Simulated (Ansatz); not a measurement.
Defect calculation: C on the Si site in an ordered model of ordered Si6Ge2 alloy

The numbers are results of PBE, PAW (plane waves to 420 eV; Ansatz, a quantum-chemistry and plane-wave program), not measurements. A 2×2×2 supercell of 64 sites was used; the energies come from a 2×2×2 shifted sampling of its zone. Site at the start: the Si(2,4-fold) site. Finite-size correction: monopole term and site-potential alignment. Dielectric constants: PBE linear response of the host. Host gap at this level: 0.38 eV. Finite-size and sampling errors can reach tenths of an eV here. Levels are measured in PBE's own, too narrow, gap. Spin–orbit coupling is left out. Each state is the lowest found from its start.

```
charge         moment (μB)  largest move off a lattice site (Å)  image correction with alignment (eV)
------  ------------------  -----------------------------------  ------------------------------------
+2*     not spin-polarised                                 0.35                                     –
+1*               quenched                                 0.34                                     –
0       not spin-polarised                                 0.34                                  0.00
−1*               quenched                                 0.34                                     –
```

* At this level the carrier isn't localised at the defect: at charge +2 holes occupy the valence band; at charge +1 holes occupy the valence band; at charge −1 electrons occupy the conduction band. Such a state is shallow or no state of the defect, and this cell gives it no level.

Starting moments that weren't kept: charge +1 began with 1 μB and ended with 0.0; charge −1 began with 1 μB and ended with 0.0.

Flagged in the runs: a host whose relaxation on this sampling wasn't shown to rest.

All states together cost about 2.1 core-hours (a rough figure).
